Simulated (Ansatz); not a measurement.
**cubic SrTiO3 (1 1 0) on zinc-blende GaP (1 1 0) (film strained to the substrate, started from cuts of the bulks and a machine-learned relaxation; slabs Ga8P8 and Sr3Ti3O11, which can lie off the formulas)**

A periodic stack without vacuum, cubic SrTiO3 (1 1 0) on zinc-blende GaP (1 1 0) (film strained to the substrate, started from cuts of the bulks and a machine-learned relaxation; slabs Ga8P8 and Sr3Ti3O11, which can lie off the formulas): substrate slab Ga8P8, film Sr3Ti3O11, surface cells [[0, -1], [1, -1]] and [[1, 0], [1, 1]], film strained by -1.1 and -1.1 %, outermost planes GaP/GaP and O/O as cut, which need not be the usual terminations and can put a slab off its formula.

The start was prepared with a machine-learned potential, and the result is one local minimum, with the in-plane cell held and forces under 0.04 eV/Å; the film can end far from its bulk form.

All values below come from PBE (plane waves to 420 eV, PAW; Ansatz, a quantum-chemistry and plane-wave program). No spin–orbit coupling; PBE gaps are too small against experiment. Its k-point mesh 7×4×1, Fermi–Dirac width 0.05 eV.

* **interface area**: 21.4 Å²
* **period**: 25.56 Å
* **heights between the nearest atoms of the two slabs at the two interfaces**: 1.40 and 0.96 Å
* **P–Sr contacts across the interfaces within 1.22 times the sum of covalent radii**: 3, mean 3.24 Å
* **O–P contacts across the interfaces within 1.22 times the sum of covalent radii**: 3, mean 1.62 Å
* **Ga–Sr contacts across the interfaces within 1.22 times the sum of covalent radii**: 1, mean 3.35 Å
* **Ga–O contacts across the interfaces within 1.22 times the sum of covalent radii**: 1, mean 1.92 Å
* **spin-polarised check at this geometry**: falls back to no moment
* **slope of the mean potential energy in the substrate**: -11.8 MV/cm × e

```
CELL_PARAMETERS angstrom
      3.89330     0.00159     0.08510
      3.89448     5.50683    -0.07267
     -0.73948    -2.11127    25.61975
ATOMIC_POSITIONS crystal
  Ga 0.94712 0.94729 0.11273
  Ga 0.83164 0.29570 0.05867
  Ga 0.84590 0.01137 0.26882
  Ga 0.88109 0.47374 0.19175
  Ga 0.77059 0.09073 0.42063
  Ga 0.80844 0.55140 0.34488
  Ga 0.65724 0.17968 0.57066
  Ga 0.73600 0.63042 0.49711
  P  0.31780 0.30656 0.00099
  P  0.69348 0.66837 0.11293
  P  0.63298 0.21942 0.19342
  P  0.59564 0.76174 0.26935
  P  0.55758 0.30233 0.34567
  P  0.51822 0.84351 0.42201
  P  0.48380 0.38623 0.49646
  P  0.44967 0.92029 0.57337
  Sr 0.00114 0.13045 0.69184
  Ti 0.01802 0.61409 0.68463
  O  0.34668 0.33756 0.63687
  O  0.67469 0.83142 0.62798
  O  0.45742 0.64759 0.69388
  Sr 0.43032 0.68715 0.79672
  Ti 0.43827 0.18307 0.79564
  O  0.68670 0.93451 0.74003
  O  0.17523 0.42816 0.74409
  O  0.91617 0.20141 0.79796
  Sr 0.87978 0.24397 0.90077
  Ti 0.87193 0.74600 0.90733
  O  0.14865 0.47464 0.85492
  O  0.64836 0.96945 0.85045
  O  0.36605 0.75740 0.90539
  O  0.57128 0.06928 0.95835
  O  0.08575 0.52130 0.96330
```
